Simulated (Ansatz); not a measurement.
An Ansatz (an electronic-structure program) run: WN with a change (W → Cr); PBEsol (Ansatz; PAW; 420 eV plane waves; no SOC), earlier PAW set.

Input:

Ansatz 0.2 input:
```yaml
crystal:
  lattice:
    - [2.6479167101, 0, 0]
    - [-1.3239583551, 2.2931631381, 0]
    - [0, 0, 2.568734438]
  atoms:
    - { symbol: N, position: [0, 0, 0] }
    - { symbol: Cr, position: [0.3333333333, 0.6666666667, 0.5] }
basis: { ecutwfc: 420, ecutrho_ratio: 4, xc_grid: 2, fft_grid_basis: typed }
kpoints: { mp_grid: { grid: [20, 20, 18] } }
hamiltonian:
  xc: pbesol
  dispersion: none
  pseudopotentials: { azcp: { folder: ./paw }, kind: paw }
scf: { occupations: { method: fermi_dirac, width: 0.05 }, convergence: { dr2_threshold: 0.0000000002 } }
output: { forces: true, stress: true }
checkpoint: { write: state.ck, write_every: 1000 }
```

Output (explanatory and most iteration lines left out):

```
Pseudopotential: N, paw, valence charge 5
Pseudopotential: Cr, paw, valence charge 14
Crystal: 2 atoms, lattice volume = 15.598 Å³
Basis set: ecut = 420 eV, 315 PW (Γ), exchange–correlation on 36×36×36 points (8 copies of the dense FFT grid, shifted against one another)
Bands: 14, of which v1, the nominal top of the filled ones, is band 10 counted from 1 (9 counted from 0)
Symmetry: 12 space group operations
Space group: P-6m2 (ITA 187), of the structure as read, at distance tolerance 2.5e-5 Å
k-points: 440 of 7200 (time reversal used)
Functional: x = pbesol(κ = 0.804, μ = 0.12345679012345678), c = pbesol(β = 0.046)
SCF iter   1: F=—  HF=-3730.336942 eV  |F-HF|=—  |Δ(HF+E_count)|=         —  Δρ=2.06e-1  dr2=6.45e0  ethr=3.10e-3  ⟨swp⟩=4.0  Hψ=26582  notcnv=0
SCF iter   2: F=—  HF=-3729.687505 eV  |F-HF|=—  |Δ(HF+E_count)|=   6.49e-1  Δρ=1.36e-1  dr2=3.08e0  ethr=3.10e-3  ⟨swp⟩=2.2  Hψ=12270  notcnv=0  defer=23
SCF 1 converged in 10 iterations: F = -3729.129986 eV  dr2 = 2.48e-12
SCF converged after 10 iterations
Free energy (F): -3729.129986 eV
Internal energy: -3729.119055 eV  (E = F + TS)
E sigma→0 (E₀):  -3729.124520 eV
Entropy (-TS):   -0.010932 eV (-5.466 meV/atom)
Fermi energy:    20.094116 eV
--- Forces (eV/Å), atoms counted from 1 ---
  atom   1  N     -0.00000000     0.00000000     0.00000000
  atom   2  Cr    -0.00000000     0.00000000     0.00000000
--- Stress (GPa, compression-positive) ---
       -0.003373      -0.000000       0.000000
        0.000000      -0.003373       0.000000
        0.000000       0.000000       0.007120
  P = ⅓ Tr σ = 0.0001 GPa (0.001 kbar)
```

Stability against distortions was not tested. Seeded moments were not kept for W → Cr. The final runs are not spin-polarised. An odd electron count without spin: CrN. The cell was made from WN by this change: W → Cr; the result is a model cell, its experimental status unchecked.
